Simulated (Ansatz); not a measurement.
CuPd (Cmmm, No. 65, 2 atoms in the cell; start mp-1225656; a measured phase of this formula has another space group)

These are LDA (Ansatz, a program for electronic structure, plane waves, PAW) values and carry that method's errors.

Numerical settings: plane-wave cutoff 520 eV, 22×22×14 k mesh (along the axes of the cell as run), Fermi–Dirac smearing 0.05 eV, no spin polarisation, scalar-relativistic PAW data made under PBE.

Cell (relaxed at this level):

Space group Cmmm (No. 65); a = 2.7610 Å, b = 4.3963 Å, c = 4.2258 Å, α = 90.00°, β = 90.00°, γ = 90.00°

```json
[
 {"atom": "Cu", "site": "2a", "symmetry": "mmm", "x": "0.0000", "y": "0.0000", "z": "0.0000"},
 {"atom": "Pd", "site": "2c", "symmetry": "mmm", "x": "0.0000", "y": "0.5000", "z": "0.5000"}
]
```
(The calculation used a cell of 2 atoms; values per cell refer to that cell.)

```json
{
 "bulk_modulus": "200 GPa"
}
```

Note: the run has no spin polarisation, so it can have missed a magnetic state; the bulk modulus is −V dP/dV from two relaxed cells at ±2 % in volume; the relaxation could not lower the start's symmetry, so the cell can be a saddle point above a distorted one.

The computed numbers hold no vibrational or temperature effects.

It cost about 9 core-minutes (a rough figure) of CPU time.

A start named mp-… is a Materials Project structure, which need not be a measured phase.
